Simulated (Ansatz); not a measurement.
## Short convergence ladders for Ca₂AgPd₂ (Imm2, 5 atoms in the cell)

```
Ca2AgPd2
1.0
   -2.25061     2.90195     4.22935
    2.25061    -2.90195     4.22935
    2.25061     2.90195    -4.22935
Ca Ag Pd
2 1 2
Cartesian
  0.00000   2.90195   1.76044
  2.25061   0.00000   2.51892
  0.00000   0.00000   0.00000
  0.00000   1.34180   4.22935
  2.25061   1.56015   0.00000
```

Base method: PBEsol, default PAW files made with PBE (plane waves; Ansatz, a program for electronic structure).

Base settings: basis.ecutwfc = 420 eV; kpoints.mp_grid.grid = 7 7 7; hamiltonian.xc = pbesol; hamiltonian.pseudopotentials = {kind: paw} (the program's default PAW files); scf.occupations.method = fermi_dirac; scf.occupations.width = 0.1 eV.

The count of work is k-points × plane waves × bands × iterations; it is no time. Core times come from one kind of shared machine, to one figure; runs under 30 s give none.

**The k-point mesh**

Only quantities that move along the ladder and can be compared are tabulated.

| kpoints.mp_grid.grid | free energy less the last step's (meV/atom) | pressure (GPa) | largest difference of a force vector from the last step's (eV/Å) | count of work / last | core time / last (rough) |
|---|---|---|---|---|---|
| 2 2 2 | -27.12 | -2.35 | 0.145 | 0.016 | – |
| 3 3 3 | -25.85 | -2.80 | 0.032 | 0.025 | – |
| 4 4 4 | -3.20 | -2.76 | 0.030 | 0.056 | – |
| 6 6 6 | -0.08 | -2.67 | 0.016 | 0.16 | – |
| 7 7 7 | 0.66 | -2.68 | 0.003 | 0.23 | – |
| 9 9 9 | 0.00 | -2.71 | 0.005 | 0.45 | 0.5 |
| 11 11 11 | 0.00 | -2.69 | 0.002 | 0.77 | 0.8 |
| 12 12 12 | 0.00 | -2.70 | 0.000 | 1.0 | 1 |

Coarsest kpoints.mp_grid.grid that holds the free energy within 1 meV/atom of the last step, with all finer ones: 6 6 6, at 0.16 of the last step's count of work; the step before is off by 3.2 meV/atom.

Coarsest kpoints.mp_grid.grid that holds the pressure within 0.05 GPa of the last step, with all finer ones: 6 6 6, at 0.16 of the last step's count of work; the step before is off by 0.06 GPa.

Coarsest kpoints.mp_grid.grid that holds the forces within 0.005 eV/Å of the last step, with all finer ones: 7 7 7, at 0.23 of the last step's count of work; the step before is off by 0.016 eV/Å.

**The k-point mesh at a smearing width of 0.02 eV**

In this ladder: scf.occupations.width = 0.02 eV.

Only quantities that move along the ladder and can be compared are tabulated.

```csv
kpoints.mp_grid.grid,free energy less the last step's (meV/atom),pressure (GPa),largest difference of a force vector from the last step's (eV/Å),count of work / last
3 3 3,-28.19,-2.79,0.031,0.014
4 4 4,-3.29,-2.76,0.031,0.031
5 5 5,-3.54,-2.76,0.040,0.046
6 6 6,-0.26,-2.66,0.034,0.079
7 7 7,1.69,-2.70,0.007,0.12
10 10 10,0.08,-2.72,0.004,0.33
15 15 15,0.00,-2.72,0.000,1.0
```

Coarsest kpoints.mp_grid.grid that holds the forces within 0.02 eV/Å of the last step, with all finer ones: 7 7 7, at 0.12 of the last step's count of work; the step before is off by 0.034 eV/Å.

Coarsest kpoints.mp_grid.grid that holds the free energy within 0.5 meV/atom of the last step, with all finer ones: 10 10 10, at 0.33 of the last step's count of work; the step before is off by 1.7 meV/atom.

Two neighbours can agree and both be off: 4 4 4 and 5 5 5 differ by 0.25 meV/atom in the free energy, yet lie about 3.5 meV/atom from the last step.

**The k-point mesh at a smearing width of 0.3 eV**

In this ladder: scf.occupations.width = 0.3 eV.

Only quantities that move along the ladder and can be compared are tabulated.

```csv
kpoints.mp_grid.grid,free energy less the last step's (meV/atom),pressure (GPa),largest difference of a force vector from the last step's (eV/Å),count of work / last
3 3 3,-15.25,-2.68,0.035,0.016
4 4 4,0.07,-2.52,0.022,0.035
5 5 5,-0.60,-2.51,0.010,0.053
7 7 7,0.05,-2.49,0.000,0.12
10 10 10,-0.01,-2.49,0.000,0.33
15 15 15,0.00,-2.49,0.000,1.0
```

Coarsest kpoints.mp_grid.grid that holds the free energy within 5 meV/atom of the last step, with all finer ones: 4 4 4, at 0.035 of the last step's count of work; the step before is off by 15 meV/atom.

Coarsest kpoints.mp_grid.grid that holds the pressure within 0.1 GPa of the last step, with all finer ones: 4 4 4, at 0.035 of the last step's count of work; the step before is off by 0.18 GPa.

Coarsest kpoints.mp_grid.grid that holds the forces within 0.005 eV/Å of the last step, with all finer ones: 7 7 7, at 0.12 of the last step's count of work; the step before is off by 0.010 eV/Å.

On the base run: the starting cell comes from a database of computed structures (which also holds hypothetical and non-ambient phases and stackings), without a prior relaxation at this level. Its lattice was rescaled by up to half a per cent. One atom was moved a little off its site on purpose. Spin polarisation is off. Ansatz's pressure includes its estimate of the finite-basis (Pulay) stress.

Keys are those of Ansatz 0.2.
